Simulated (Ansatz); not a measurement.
Name crystals whose electron conductivity mass lies between 0.27 and 0.41 mₑ and whose band gap lies between 4 and 6.2 eV, by r2SCAN, rigid bands in Ansatz (an electronic-structure program).

Many crystals can fit; among those computed here:
- BN (P6_3mc): 0.41 mₑ, 5.74 eV
- AlN (P6_3mc): 0.31 mₑ, 4.82 eV
- RbBr (Fm-3m): 0.39 mₑ, 4.98 eV
- KBr (Fm-3m): 0.39 mₑ, 5.15 eV
- C (Fd-3m): 0.39 mₑ, 4.38 eV

Masses are for dilute carriers at 300 K, harmonic means over directions unless an axis is named. Spin-orbit coupling is left out.

Formula and space group known from diffraction (Crystallography Open Database), not checked to be the room-temperature form: RbBr (Fm-3m).
